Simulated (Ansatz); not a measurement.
**PbF2: energy against volume**

PbF2 (fluorite, Fm-3m, 18.007 Å³/atom and stress up to 0.01 GPa in the relaxed cell, cube axes along x, y and z) under an equal strain ε along all three axes. PBE in Ansatz, a plane-wave DFT program (PAW, default set), 420 eV, 10×10×10 Γ-centred mesh, Fermi-Dirac smearing 0.05 eV; ions are relaxed, or left where forces stay under 0.02 eV/Å, within the symmetry of each cell.

Here V stands for volume and E for E less E0.

| volume (Å³/atom) | E less E0 (meV/atom) | pressure (GPa) |
|---|---|---|
| 16.9478 | 14.52 | 4.66 |
| 17.2085 | 8.03 | 3.36 |
| 17.4719 | 3.51 | 2.16 |
| 17.7380 | 0.87 | 1.04 |
| 18.0067 | 0.00 | 0.00 |
| 18.2782 | 0.80 | -0.96 |
| 18.5523 | 3.24 | -1.85 |
| 18.8292 | 7.14 | -2.67 |
| 19.1089 | 12.47 | -3.43 |
| 19.6764 | ? | ? |

The 9 complete rows are fitted with the third-order Birch-Murnaghan form, a cubic in V^(-2/3), E against V. With u = V^(-2/3) - 0.146, the rows have u = 0.005562, 0.004028, 0.002516, 0.001027, -0.000439, -0.001884, -0.003307, -0.004710, -0.006092. Least squares gives E = 0.081 + 355.3·u + 397831·u² + 915792·u³. Residuals (row less fit): -0.002, 0.003, 0.002, 0.004, -0.002, -0.018, 0.016, 0.003, -0.004; standard error 0.011 (degrees of freedom: 5). Its minimum lies at u = -0.000447, so V0 = (0.145553)^(-3/2) = 18.01. There d²E/du² = 793200 and d³E/du³ = 5495000, so B0 = (4/9) × 18.01^(-7/3) × 793200 × 0.160218 = 66.4 GPa (the last factor turns the table's units into GPa), and B0' = 4 + (2/3) × 0.145553 × (5495000)/793200 = 4.7. B0' rests on the cubic coefficient alone and has a standard error of 0.1 from these residuals.

### Question
What does the fit predict for E at V = 19.6764, and how far is the calculated value from it?

### Answer
u = -0.008795, so E = 0.081 + 355.3 × (-0.008795) + 397831 × (-0.008795)² + 915792 × (-0.008795)³ = 27.106 meV/atom. The calculation gives 27.06 meV/atom, 0.046 meV/atom below the prediction (0.2 % of the range of E in the table). The row lies outside the fitted rows, so this is an extrapolation. From the scatter of the fitted rows alone, a prediction at this place has a standard error of 0.045 meV/atom, so the miss is 1.0 times that.

Spin-orbit coupling is left out, which can shift these values for the heavy elements here. Other structures, which can take over under pressure, weren't tried. The same form fitted to the pressure column gives B0' = 4.8; series where the two differ by over 0.4 aren't shown. PbF2 is here the β form. Rows are the converged runs of the series near zero and its far end, less any whose ions stayed unrelaxed beside relaxed ones; series whose fitted rows scatter by over a few per cent of the range, as at a crossing or softening among them, aren't shown in this form.
